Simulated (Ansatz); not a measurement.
Structures of equal composition on the (111) surface of fcc Al: a pseudomorphic layer of Co in the host's stacking; a pseudomorphic layer of Co in the other hollow. The slabs share one bottom face, and each structure is named by its start. These are constructed structures in small cells; real faces may alloy, dewet or reconstruct in larger ones, and not all known structures of the face are among them. Slabs of about 12 Å, Fermi-Dirac smearing of 0.1 eV. Bottom of the slabs: a bare face, its two planes held. Relaxed from the named starts with such symmetry as they have, on meshes of like density; energies extrapolated to zero smearing; spin only where a row says so; no spin-orbit coupling, no U. Brackets mark spin-polarised runs, whose order is one that fits the cell.

All values below come from PBE (plane waves to 420 eV, PAW; Ansatz, an electronic-structure program).

Question: Put the candidates in order of energy per 1x1 cell, lowest first, for PBE.

Answer: a pseudomorphic layer of Co in the host's stacking (0.000 eV [spin, 1.1 μB a cell]), a pseudomorphic layer of Co in the other hollow (0.023 eV [spin, 1.1 μB a cell])
